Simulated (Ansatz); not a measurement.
RuAl (model structure, Fm-3m, No. 225, 2 atoms in the cell)

Computed with PBEsol (Ansatz, a first-principles code, plane waves, PAW).

Numerical settings: plane-wave cutoff 520 eV, 20×20×20 k mesh, Fermi–Dirac smearing 0.05 eV, no spin polarisation, scalar-relativistic PAW data made under PBE.

Cell (relaxed at this level):

```cif
data_Al4Ru4
_chemical_formula_sum 'Ru4 Al4'
_space_group_name_H-M_alt 'Fm-3m'
_space_group_IT_number 225
_space_group_name_Hall '-F 4 2 3'
_cell_length_a 4.93007
_cell_length_b 4.93007
_cell_length_c 4.93007
_cell_angle_alpha 90.000
_cell_angle_beta 90.000
_cell_angle_gamma 90.000
loop_
_atom_site_label
_atom_site_type_symbol
_atom_site_symmetry_multiplicity
_atom_site_Wyckoff_symbol
_atom_site_fract_x
_atom_site_fract_y
_atom_site_fract_z
_atom_site_occupancy
Ru1 Ru 4 a 0.00000 0.00000 0.00000 1
Al1 Al 4 b 0.50000 0.50000 0.50000 1
```
(The calculation used a cell of 2 atoms; values per cell refer to that cell.)

```
Property        Value
------------  -------
bulk modulus  157 GPa
```

Note: the run has no spin polarisation, so it can have missed a magnetic state; the bulk modulus is −V dP/dV from two relaxed cells at ±2 % in volume; the relaxation could raise the start's symmetry but not lower it, so the cell can be a saddle point.

Computed values are for the static lattice.

Cost on a shared machine: very roughly 22 core-seconds.

A model structure was made by putting elements into a prototype or built by hand; it is no filed structure, need not be a known phase, and can be a saddle point held by its symmetry.
